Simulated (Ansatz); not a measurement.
Base system: LuP in the zinc blende structure (space group F-43m, No. 216; a = 6.161 Å; a hypothetical phase, not in the database extracts checked). Axes: x, y, z lie along the cube axes.

Calculations: Kohn–Sham DFT with the PBE functional, run in Ansatz (a first-principles code) with PAW and 420 eV plane waves, no spin-orbit coupling.

One thing is altered: every lattice vector is shortened by 0.82 %, atoms relaxed at fixed cell.

Task: Predict the stress tensor and what it implies for the stiffness.

Result: Stress of the strained cell less that of the base (GPa, compression positive):
```
   1.53    0.00    0.00
   0.00    1.53    0.00
   0.00    0.00    1.53
```

Then B = −ΔP/(ΔV/V₀) with ΔV/V₀ = -0.0244 gives secant stiffness values (nonlinear terms included at this strain): B ≈ 63 GPa.

No phonon test of stability was made.
